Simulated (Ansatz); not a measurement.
NaCl: biaxial strain +1.67 %, plane normal [111], relaxed out of plane

The parent structure is NaCl in the rock salt structure (space group Fm-3m, No. 225; a = 5.6015 Å). Axes: x, y, z lie along the cube axes.

Now apply this change: tensile biaxial strain of 1.67 % in the plane normal to [111], as in epitaxy on a mismatched substrate; the out-of-plane cell vector and the atoms relax.

Method: PBEsol (Ansatz, an electronic-structure program; PAW; 420 eV plane waves; scalar-relativistic without spin-orbit coupling). Settings: 10×10×10 k-points, 0.05 eV Fermi–Dirac smearing.

* **Volume per atom**: 22.39 Å³ (base 21.97 Å³)
* **Energy relative to the base (free energy F)**: +1.6 meV/atom
* **Pressure (mean of the normal stresses, compression positive)**: -4.6 kbar (base 0.1 kbar)
* **Band gap**: 4.86 eV (base 5.01 eV)
* **Gap character**: direct at Γ (base direct at Γ)
* **Electron mass**: 0.39 mₑ (at Γ) (base 0.39 mₑ (at Γ))
* **Valence-band top at Γ (three highest levels, from the VBM)**: 0.00, -0.11, -0.11 eV (base 0.00, 0.00, 0.00 eV)
* **Out-of-plane strain**: -1.41 %
* **Ratio −ε⊥/ε∥**: 0.85
* **Mean in-plane stress (compression positive)**: -0.7 GPa

Masses are band curvatures over ±0.01 Å⁻¹ around the edge. No phonon test of stability was made. k-point labels follow each cell's own Brillouin zone.
